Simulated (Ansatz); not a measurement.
# Hypothetical R-3m LuCuSe2, response to strain

Start from LuCuSe2 (space group R-3m, No. 166; a hypothetical phase, not in the database extracts checked).

LuCuSe₂ is taken in the trigonal space group R-3m, hexagonal axes (No. 166), Pearson symbol hR4. Conventional cell: a = b = 3.9667 Å, c = 18.3893 Å, α = β = 90.00°, γ = 120.00°. Lu on 3a sees 6 Se at 2.802 Å (octahedral). Cu on 3b is coordinated by 6 Se at 2.710 Å (octahedral). Se on 6c is surrounded by 3 Cu at 2.710 Å and 3 Lu at 2.802 Å (octahedral). (Neighbours: up to the widest gap in distance over summed covalent radii, below 1.35, at either atom; cation-cation and far metal-metal contacts left out.)
(The calculation used a cell of 4 atoms; values per cell refer to that cell.)

Strains are applied to the cell and any free atomic positions relax.

Calculations: r2SCAN in Ansatz (plane waves to 500 eV, PAW, no spin-orbit coupling).

Notes on the quantities. pressure: mean of the normal stresses, compression positive.

```
isotropic strain (%)  pressure (GPa)
--------------------  --------------
-0.88                            2.1
0                                0.0
0.77                               ?
0.96                            -2.0
1.06                            -2.2
3.08                            -5.4
```

### Question
Fit P = P₀ − Bδ + Cδ² with δ = (1 + ε)³ − 1 to the rows shown and predict the withheld row.

### Answer
Least squares on the printed values gives P₀ = 0.0 GPa, B = 74.8 GPa (at held cell shape), C = 189 GPa (largest residual 0.0 GPa); this predicts -1.6 GPa, and the run gives -1.6 GPa, in agreement.

Whether these cells are dynamically stable was not tested. The final runs are not spin-polarised.

Ansatz is an electronic-structure program.
